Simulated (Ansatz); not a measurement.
C on the 1x1 (111) surface of fcc Pt, one in a 1x1 cell, energies for each (6.8 Å²). Energies are against an atom of graphite, without zero-point or thermal terms; each row is named by its start.

The numbers are results of PBE (plane waves to 420 eV, PAW; Ansatz, an electronic-structure program), not measurements.

Problem. Which site binds most strongly?
A. hollow Pt-Pt-Pt over Pt at depth 2.3 Å
B. hollow Pt-Pt-Pt over Pt at depth 4.6 Å
C. top Pt

Solution. B, hollow Pt-Pt-Pt over Pt at depth 4.6 Å. Adsorption energies: hollow Pt-Pt-Pt over Pt at depth 4.6 Å 2.69 eV; hollow Pt-Pt-Pt over Pt at depth 2.3 Å 2.80 eV; top Pt 3.29 eV.
